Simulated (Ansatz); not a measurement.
Structures of equal composition on the (111)B surface of zinc-blende GaSb (Sb plane on top): 2x2 Al adatom at H3; 2x2 Al adatom at T4. The slabs share one bottom face, and each structure is named by its start. These are constructed structures in small cells; real faces may alloy, dewet or reconstruct in larger ones, and not all known structures of the face are among them. Slabs of about 15 Å with all that they carry, Fermi-Dirac smearing of 0.025 eV. Bottom of the slabs: H caps. Relaxed from the named starts with such symmetry as they have, on meshes of like density; energies extrapolated to zero smearing; no spin-orbit coupling, no U. Spin-polarised runs, if any, are marked in brackets, and their order is one that fits the cell; the others ran without spin. Where a second, spin-polarised start was run, the lower counts.

Host crystal: zinc-blende GaSb, a metal or without a clear band gap (PBE, scalar-relativistic without spin-orbit coupling).

The numbers are results of PBE (plane waves to 420 eV, PAW; Ansatz, a quantum-chemistry and plane-wave program), not measurements.

### Question
Rank these by energy per 1x1 cell (lowest first), as PBE gives it.

### Answer
2x2 Al adatom at T4 (0.000 eV, no gap over 0.04 eV on the mesh), 2x2 Al adatom at H3 (0.029 eV, no gap over 0.04 eV on the mesh)
